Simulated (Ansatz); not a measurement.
Take BaCu₂S₂ (space group I4/mmm, No. 139; a cell from a computed database, its experimental status unchecked) as the base.

```yaml
crystal:
  lattice:
    - [-1.91852, 1.91852, 6.20280]
    - [1.91852, -1.91852, 6.20280]
    - [1.91852, 1.91852, -6.20280]
  atoms:
    - { symbol: Ba, position: [0.00000, 0.00000, 0.00000] }
    - { symbol: Cu, position: [0.75000, 0.25000, 0.50000] }
    - { symbol: Cu, position: [0.25000, 0.75000, 0.50000] }
    - { symbol: S, position: [0.63896, 0.63896, 0.00000] }
    - { symbol: S, position: [0.36104, 0.36104, 0.00000] }
```

Levels (all Ansatz, a first-principles code, PAW): PBEsol (420 eV, scalar-relativistic without spin-orbit coupling); r2SCAN (500 eV, no SOC).

The geometry is relaxed with PBEsol.

| Quantity | Result |
|---|---|
| PBEsol lowest conduction level above the VBM at special points | Γ 0.36 eV; M 0.59 eV; S 1.18 eV; S₀ 1.18 eV |
| PBEsol pressure | -0.01 GPa |
| PBEsol gap character | direct at Γ |

Q: Predict the lowest conduction level above the VBM at special points, pressure and gap character from r2SCAN.

A: The lowest conduction level above the VBM at special points goes from Γ 0.36 eV; M 0.59 eV; S 1.18 eV; S₀ 1.18 eV to Γ 0.66 eV; M 0.87 eV; S 1.52 eV; S₀ 1.52 eV; the pressure rises by 3.67 GPa (-0.01 GPa → 3.66 GPa); the gap character stays direct at Γ.

Single points use the geometry relaxed with PBEsol. Their cutoffs differ, which shifts pressures a little. No phonon test of stability was made. The final runs are not spin-polarised.
